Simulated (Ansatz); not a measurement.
The parent structure is TiTe$_{2}$ in the CdI2 type structure (space group P-3m1, No. 164; a = 3.784 Å, c = 6.602 Å; layered, stacked along the Cartesian z axis).

Computed with r2SCAN+rVV10 (Ansatz, a program for electronic structure; PAW; 500 eV plane waves; scalar-relativistic without spin-orbit coupling).

Base values:

* **Lattice parameter a**: 3.784 Å

The change: cell and atoms relaxed at a pressure of 1.5 GPa.

Task: What happens to the lattice parameter a?

Result: The lattice parameter a decreases by 0.035 Å, from 3.784 Å to 3.749 Å.

Load acts through the strain it causes; cell and atoms are relaxed under it. No phonon test of stability was made. The final runs are not spin-polarised.
